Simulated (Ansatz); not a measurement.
Results of LDA (PAW; Ansatz, an electronic-structure program) for CuI (model structure, started from the GeS type, P4/nmm, No. 129, 8 atoms in the cell).

Settings: plane-wave cutoff 520 eV, 6×14×12 k mesh (along the axes of the cell as run), Fermi–Dirac smearing 0.05 eV, no spin polarisation, scalar-relativistic PAW data made under PBE.

Cell (relaxed at this level):

```
CELL_PARAMETERS angstrom
     12.36165     0.00000     0.00000
      0.00000     3.95701     0.00000
      0.00000     0.00000     3.95702
ATOMIC_POSITIONS crystal
  Cu 0.25000 0.25000 0.24995
  Cu 0.25000 0.75000 0.74995
  Cu 0.75000 0.75000 0.75005
  Cu 0.75000 0.25000 0.25005
  I  0.88552 0.25000 0.75004
  I  0.61448 0.75000 0.25004
  I  0.11448 0.75000 0.24996
  I  0.38552 0.25000 0.74996
```

Q: What does this level give for the band gap?

A: 
band gap: 1.48 eV

Note: the relaxation could raise the start's symmetry but not lower it, so the cell can be a saddle point.

Spin–orbit coupling is not included; with these elements it can move the gap by several tenths of an eV or more.

Static lattice: no zero-point or thermal effects.

A model structure was made by putting elements into a prototype or built by hand; it is no filed structure, need not be a known phase, and can be a saddle point held by its symmetry.
